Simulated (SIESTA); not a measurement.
# Convergence study of the cutoff of the real-space grid for Te2Mo (P3m1, 3 atoms in the cell)

```yaml
crystal:
  lattice:
    - [3.54955, 0.00000, 0.00000]
    - [-1.77477, 3.07400, 0.00000]
    - [0.00000, 0.00000, 17.47149]
  atoms:
    - { symbol: Te, position: [0.33333, 0.66667, 0.90072] }
    - { symbol: Te, position: [0.33333, 0.66667, 0.10214] }
    - { symbol: Mo, position: [0.00000, 0.00000, 0.00000] }
```

Level of theory: LDA PW92, numerical atomic orbitals TZP, PseudoDojo LDA standard norm-conserving potentials (rewritten from UPF to PSML) run with SIESTA.

Base settings: XC.functional = LDA; XC.authors = PW92; potentials = PseudoDojo LDA standard; PAO.BasisSize = TZP; PAO.EnergyShift = 0.01 Ry; MeshCutoff = 300 Ry; kgrid.MonkhorstPack = 3 3 1; OccupationFunction = FD; ElectronicTemperature = 0.02 eV; MaxSCFIterations = 150.

The second cell is the first with its lattice scaled by 0.98.

The mesh stays at the base's, so the ladder's end is converged at best in this setting alone.

Only quantities that move along the ladder and can be compared are tabulated; the gap is left out on so coarse a mesh.

The starting cell comes from a database of computed structures (which also holds hypothetical and non-ambient phases and stackings), without a prior relaxation at this level. Its lattice was rescaled by up to half a per cent. One atom was moved a little off its site on purpose. Values carry the incompleteness of an atom-centred basis.

Steps (MeshCutoff): 105 Ry (106 Ry used); 120 Ry (130 Ry used); 135 Ry (148 Ry used); 165 Ry (168 Ry used); 180 Ry (188 Ry used); 210 Ry (232 Ry used); 240 Ry (263 Ry used); 270 Ry (293 Ry used); 330 Ry (334 Ry used); 360 Ry (362 Ry used); 405 Ry (422 Ry used); 450 Ry (468 Ry used); 525 Ry (566 Ry used); 600 Ry (660 Ry used); 720 Ry (731 Ry used).

Problem. What is the coarsest MeshCutoff that holds the forces within 0.02 eV/Å of the last step, with all finer ones?

Solution. 120 Ry (130 Ry used); the step before is off by 0.059 eV/Å.

| MeshCutoff | energy of the compressed cell less the first (meV/atom) | largest difference of a force vector from the last step's (eV/Å) |
|---|---|---|
| 105 Ry (106 Ry used) | 13.23 | 0.059 |
| 120 Ry (130 Ry used) | 13.45 | 0.013 |
| 135 Ry (148 Ry used) | 13.15 | 0.005 |
| 165 Ry (168 Ry used) | 13.29 | 0.005 |
| 180 Ry (188 Ry used) | 13.09 | 0.010 |
| 210 Ry (232 Ry used) | 13.15 | 0.007 |
| 240 Ry (263 Ry used) | 13.08 | 0.003 |
| 270 Ry (293 Ry used) | 13.07 | 0.004 |
| 330 Ry (334 Ry used) | 13.10 | 0.007 |
| 360 Ry (362 Ry used) | 13.10 | 0.002 |
| 405 Ry (422 Ry used) | 13.08 | 0.002 |
| 450 Ry (468 Ry used) | 13.10 | 0.004 |
| 525 Ry (566 Ry used) | 13.09 | 0.005 |
| 600 Ry (660 Ry used) | 13.10 | 0.003 |
| 720 Ry (731 Ry used) | 13.10 | 0.000 |

Left out of this page: 1 run of the series outside the window shown, repeating another row's setting, or not comparable.
